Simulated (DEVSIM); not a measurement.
Device: abrupt GaP n-p junction, at 250 K.

Layer 1 from the left is GaP, thickness (μm) 5.70, Nd (cm⁻³) 2.9e16, τn (s) 1.1e-6, τp (s) 1.1e-6. Layer 2 from the left is GaP, thickness (μm) 84.0, Na (cm⁻³) 4.9e17, τn (s) 1.1e-6, τp (s) 1.1e-6.

Left contact: ohmic. Right contact: ohmic. Voltage is applied to the left contact. Recombination: SRH at mid-gap, radiative. Mobility is μmin + (μ − μmin)/(1 + (N/Nref)^α).

Constants are typed, rounded textbook-type inputs, not results; the design itself was drawn at random and stands for no fabricated device. Values at 300 K; Nc and Nv go as T^1.5, mobilities as T to minus their exponent, the gap by Varshni's rule with the affinity fixed.

GaP: gap (eV) 2.26, affinity (eV) 3.8, permittivity 11.1, Nc (cm⁻³) 1.8e19, Nv (cm⁻³) 1.9e19, μn (cm²/Vs) 250, μp (cm²/Vs) 150, μn,min 10, μp,min 10, Nref,n 4.4e18, Nref,p 1e18, αn 0.8, αp 0.85, T exponent of μn 1.6, T exponent of μp 1.98, B (cm³/s) 1e-13, Varshni α (eV/K) 0.00058, Varshni β (K) 372.

Simulated with DEVSIM: 1D drift-diffusion, Boltzmann statistics, complete ionisation; no tunnelling, impact ionisation, image-force lowering or self-heating.

Dark forward current:

```tsv
|V| (V)	|J| (A/cm²)
1.00	1.304e-13
1.05	4.275e-13
1.10	1.404e-12
1.15	4.614e-12
1.20	1.521e-11
1.25	5.021e-11
1.30	1.663e-10
1.35	5.533e-10
1.40	1.855e-9
1.45	6.321e-9
1.50	2.243e-8
1.55	8.785e-8
1.60	4.207e-7
1.65	2.675e-6
1.70	2.171e-5
1.75	0.0002018
1.80	0.001984
1.85	0.01991
1.90	0.1997
1.95	1.868
2.00	11.92
2.05	38.73
2.10	79.45
2.15	129.6
2.20	187.4
2.25	252.5
```

Task: Work out the local ideality factor n = ΔV / (kT/q · ln(J2/J1)) between the rows 1.00 and 1.05 V, 1.80 and 1.85 V, 2.20 and 2.25 V.

Result: kT/q = 21.54 mV. From 1.00 to 1.05 V: ln(4.275e-13/1.304e-13) = 1.187, n = 1.95, near the 2 of recombination in the depletion region. From 1.80 to 1.85 V: ln(0.01991/0.001984) = 2.306, n = 1.01, near the 1 of diffusion or emission over a barrier. From 2.20 to 2.25 V: ln(252.5/187.4) = 0.298, n = 7.79.

Task: Estimate the current at 1.80 V from the Shockley equation with J0 = Σ q ni² D/(N L) coth(W/L), τ joining the SRH, radiative and Auger lifetimes that are on, and W taken as the whole layer.

Result: ni² = 2.18e-8 cm⁻⁶; holes in the n layer: μ = 206 cm²/Vs, D = 4.43 cm²/s, τ = 1.10e-6 s, L = 22.0 μm, W/L = 0.26, term 9.58e-40 A/cm²; electrons in the p layer: μ = 287 cm²/Vs, D = 6.19 cm²/s, τ = 1.04e-6 s, L = 25.4 μm, W/L = 3.3, term 1.74e-41 A/cm². J0 = 9.75e-40 A/cm², and J = J0 exp(qV/kT) = 0.00191 A/cm². The simulation gives 0.00198 A/cm²; the estimate lies 3.7 % below. The estimate leaves out recombination in the depletion region and that region's share of W.
